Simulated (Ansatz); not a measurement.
Effect of tensor shear ε_xy = +2.00 % on SiC

Take SiC in the zinc blende structure (space group F-43m, No. 216; a = 4.356 Å) as the base. Axes: x, y, z lie along the cube axes.

One thing is altered: a pure shear with ε_xy = ε_yx = 0.0200, atoms relaxed at fixed cell.

All numbers come from r2SCAN/PAW in Ansatz (a quantum-chemistry and plane-wave program), no SOC. Γ-centred 13×13×13 mesh, Fermi–Dirac width 0.05 eV.

Volume per atom: 10.33 Å³ (base 10.33 Å³)
Space group: Imm2 (No. 44) (base F-43m (No. 216))
Shortest interatomic distance: 1.870 Å (base 1.886 Å)
Energy relative to the base (free energy F): +13 meV/atom
Pressure (mean of the normal stresses, compression positive): 0.25 GPa (base 0.00 GPa)
Band gap: 1.43 eV (base 1.71 eV)
Gap character: indirect, Γ → X
Smallest direct gap: 4.59 eV (base 5.05 eV)
Valence-band top at Γ (three highest levels, from the VBM): 0.00, -0.22, -0.39 eV (base 0.00, 0.00, 0.00 eV)
Valley order (the lowest conduction-band minima on the path, energy above the VBM, named in the base's zone): X along [001] 1.43 eV; X along [010] 1.50 eV (base X along ⟨100⟩ 1.71 eV)
Stress (xx, yy, zz, yz, xz, xy; compression positive): (0.39, 0.39, -0.01, 0.00, 0.00, -10.46) GPa

Final structure:

```
SiC
1.0
    0.04356     2.17817     2.17817
    2.17817     0.04356     2.17817
    2.22173     2.22173     0.00000
Si C
1 1
Direct
  0.00178   0.00178   0.99822
  0.24822   0.24822   0.25178
```

The cells carry an imposed strain or load. Whether these cells are dynamically stable was not tested. k-point labels follow each cell's own Brillouin zone.
